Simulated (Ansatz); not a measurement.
Ansatz (an electronic-structure program) run on C (Pm-3n, 8 atoms in the cell): self-consistent single point.

Method of the run: PBE (plane waves, PAW; Ansatz).

```
C
1.0
    3.90545     0.00000     0.00000
    0.00000     3.90545     0.00000
    0.00000     0.00000     3.90545
C
8
Direct
  0.25000   0.00000   0.50000
  0.75000   0.00000   0.50000
  0.00000   0.50000   0.25000
  0.00000   0.50000   0.75000
  0.50000   0.25000   0.00000
  0.50000   0.75000   0.00000
  0.00000   0.00000   0.00000
  0.50000   0.50000   0.50000
```

Reference input (self-consistent single point, DFT, PBE, plane waves, default PAW files): kpoints.mp_grid.grid = 6 6 6; hamiltonian.xc = pbe; hamiltonian.pseudopotentials = {kind: paw} (the program's default PAW files); scf.occupations.method = cold; scf.occupations.width = 0.05 eV. This run's input differs from it in these lines:

Ansatz 0.2 input:
```diff
@@ -17,2 +17,3 @@
     grid: [6, 6, 6]
+    shift: [0.5, 0.5, 0.5]
 hamiltonian:
```

Output, abridged:

```
SCF iter   1: F=—  HF=-1971.007872 eV  |F-HF|=—  |Δ(HF+E_count)|=         —  Δρ=4.68e-3  dr2=1.06e-2  ethr=1.77e-3  ⟨swp⟩=4.7  Hψ=955  notcnv=0
all-band conjugate gradients solve this SCF's bands
preconditioner: auto → Resta (q_TF=auto, 2.460 Å⁻¹)
SCF iter   2: F=—  HF=-1971.006727 eV  |F-HF|=—  |Δ(HF+E_count)|=   1.14e-3  S|Δr|=    0.00e0  Δρ=2.07e-3  dr2=1.58e-3  ethr=3.30e-5  ⟨swp⟩=1.0  Hψ=320  notcnv=0
   [... lines left out ...]
SCF iter   4: F=—  HF=-1971.007075 eV  |F-HF|=—  |Δ(HF+E_count)|=   2.07e-5  S|Δr|=    0.00e0  Δρ=2.96e-5  dr2=2.30e-7  ethr=8.45e-8  ⟨swp⟩=2.5  Hψ=384  notcnv=0
SCF iter   5: F=-1971.007075 eV  HF=-1971.007075 eV  |F-HF|=2.01e-9  |Δ(HF+E_count)|=   1.18e-7  S|Δr|=    0.00e0  Δρ=4.60e-6  dr2=6.95e-9  ethr=3.13e-10  ⟨swp⟩=5.4  Hψ=750  notcnv=0
the last iteration of the SCF fills more bands at one k-point than at another …
SCF 1 converged in 5 iterations: F = -1971.007075 eV  dr2 = 6.95e-9
Stability not checked (fill_not_monotonic)
Free energy (F): -1971.007075 eV
Internal energy: -1971.009775 eV  (E = F + TS)
E sigma→0 (E₀):  -1971.007975 eV
Entropy (-TS):   0.002700 eV (0.338 meV/atom)
Fermi energy:    10.015770 eV
--- Forces (eV/Å), atoms counted from 1 ---
  atom   1  C      0.00000000    -0.00000000     0.00000000
   [... zero for the other atoms too ...]
--- Stress (GPa, compression-positive) ---
       -3.767190      -0.000000       0.000000
       -0.000000      -3.767190       0.000000
        0.000000       0.000000      -3.767190
  P = ⅓ Tr σ = -3.7672 GPa (-37.672 kbar)
  The stress holds the Pulay correction. Without it, at fixed plane waves, as pw.x and ABINIT print it: P = -4.2969 GPa
```

The run converged in 5 iterations. Against the reference run the free energy goes down by 5.6 meV/atom and the pressure goes from -3.53 to -3.77 GPa.

The starting cell was generated: these elements placed on a structure prototype, without a prior relaxation; it need not be a known phase or ordering of this composition. Ansatz's pressure includes its estimate of the finite-basis (Pulay) stress. Without the estimate this run gives -4.30 GPa.
